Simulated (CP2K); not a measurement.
CP2K run on CsCdCl₃ (Pm-3m, 5 atoms in the cell): self-consistent single point.

Level of theory: LDA (Pade form), GPW, DZVP-MOLOPT-SR-GTH basis, GTH-PADE potentials (GTH_POTENTIALS) in CP2K.

The change in words: lattice scaled by 0.98. Reference geometry:
```
CELL_PARAMETERS angstrom
      5.32020     0.00000     0.00000
      0.00000     5.32020     0.00000
      0.00000     0.00000     5.32020
ATOMIC_POSITIONS crystal
  Cs 0.00000 0.00000 0.00000
  Cd 0.50000 0.50000 0.50000
  Cl 0.00000 0.50000 0.50000
  Cl 0.50000 0.00000 0.50000
  Cl 0.50000 0.50000 0.00000
```

Reference input (self-consistent single point, DFT LDA (Pade form), GPW, DZVP-MOLOPT-SR-GTH basis, GTH-PADE potentials (GTH_POTENTIALS)): CUTOFF = 500 Ry; REL_CUTOFF = 50 Ry; KPOINTS/SCHEME = MONKHORST-PACK 5 5 5; XC_FUNCTIONAL = PADE; Cs/BASIS_SET = DZVP-MOLOPT-SR-GTH; Cs/POTENTIAL = GTH-PADE-q9; Cd/BASIS_SET = DZVP-MOLOPT-SR-GTH; Cd/POTENTIAL = GTH-PADE-q12; Cl/BASIS_SET = DZVP-MOLOPT-SR-GTH; Cl/POTENTIAL = GTH-PADE-q7; METHOD = GPW; EPS_DEFAULT = 1e-10. This run's input differs from it in these lines:

```diff
@@ -59,3 +59,3 @@
     &CELL
-      ABC 5.32020300 5.32020300 5.32020300
+      ABC 5.21379900 5.21379900 5.21379900
       ALPHA_BETA_GAMMA 90.00000000 90.00000000 90.00000000
@@ -65,6 +65,6 @@
       Cs       0.00000000     0.00000000     0.00000000
-      Cd       2.66010150     2.66010150     2.66010150
-      Cl       0.00000000     2.66010150     2.66010150
-      Cl       2.66010150     0.00000000     2.66010150
-      Cl       2.66010150     2.66010150     0.00000000
+      Cd       2.60689950     2.60689950     2.60689950
+      Cl       0.00000000     2.60689950     2.60689950
+      Cl       2.60689950     0.00000000     2.60689950
+      Cl       2.60689950     2.60689950     0.00000000
     &END COORD
```

Log, with long lists cut:

```
 SCF WAVEFUNCTION OPTIMIZATION

  Step     Update method      Time    Convergence         Total energy    Change
     1 NoMix/Diag. 0.40E+00      -     1.76379429      -111.5835103931 -1.12E+02
     2 Broy./Diag. 0.40E+00      -     0.03041892      -111.1989995399  3.85E-01
     3 Broy./Diag. 0.40E+00      -     0.08653141      -111.4680231699 -2.69E-01
     4 Broy./Diag. 0.40E+00      -     0.01730398      -111.6875970754 -2.20E-01
     5 Broy./Diag. 0.40E+00      -     0.00674681      -111.5287959331  1.59E-01
     6 Broy./Diag. 0.40E+00      -     0.00542078      -111.4592642479  6.95E-02
   [... 7 lines left out ...]
    14 Broy./Diag. 0.40E+00      -     0.00000843      -111.4664282263  3.87E-05
    15 Broy./Diag. 0.40E+00      -     0.00000611      -111.4663709818  5.72E-05
    16 Broy./Diag. 0.40E+00      -     0.00000249      -111.4663413614  2.96E-05
    17 Broy./Diag. 0.40E+00      -     0.00000062      -111.4663329869  8.37E-06
  *** SCF run converged in    17 steps ***

  Overlap energy of the core charge distribution:               0.00000000007070
  Self energy of the core charge distribution:               -217.31306764079488
  Core Hamiltonian energy:                                     55.24116082173348
  Hartree energy:                                              68.92491461572601
  Exchange-correlation energy:                                -18.31934078366796

  Total energy:                                              -111.46633298693268

                     Mulliken Population Analysis

 #  Atom  Element  Kind  Atomic population                           Net charge
       1     Cs       1          8.215168                              0.784832
       2     Cd       2         11.707701                              0.292299
   [... lines left out ...]

 STRESS| Analytical stress tensor [bar]
 STRESS|                        x                   y                   z
 STRESS|      x       -1.29528983475E+04   1.01511730153E-04   1.01512263688E-04
 STRESS|      y        1.01511730153E-04  -1.29526689905E+04   1.01511888502E-04
 STRESS|      z        1.01512263688E-04   1.01511888502E-04  -1.29529033749E+04
 STRESS| 1/3 Trace                                            -1.29528235710E+04
```

The run converged in 17 iterations. Against the reference run the free energy drops by 24.9 meV/atom, the pressure goes from -3.10 to -1.30 GPa and the gap on the mesh goes from 1.379 to 1.552 eV.

The starting cell comes from a database of computed structures (which also holds hypothetical and non-ambient phases and stackings), without a prior relaxation at this level. Its lattice was rescaled by a random factor within 2.5 % of one. For this run, on top of that: lattice scaled by 0.98. Values carry the incompleteness of an atom-centred basis.

Cost on one core of a shared machine: roughly 40 s.
